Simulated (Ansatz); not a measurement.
Start from InP in the zinc blende structure (space group F-43m, No. 216; a = 5.959 Å). Axes: x, y, z lie along the cube axes.

Method: plane-wave PAW DFT at the PBE level (Ansatz, an electronic-structure program, 420 eV), no SOC.

Perturbation: every lattice vector is shortened by 2.14 %; the atoms relax in the strained cell.

Task: Predict the stress tensor and what it implies for the stiffness.

Result: Stress of the strained cell less that of the base (GPa, compression positive):
```
   4.49    0.00    0.00
   0.00    4.49    0.00
   0.00    0.00    4.49
```

Then B = −ΔP/(ΔV/V₀) with ΔV/V₀ = -0.0628 gives secant stiffness values (nonlinear terms included at this strain): B ≈ 72 GPa.

As a check, the harmonic strain energy −½ V₀ Δσ:ε is 24 meV/atom; the computed energy rise is 22 meV/atom.

No phonon test of stability was made.
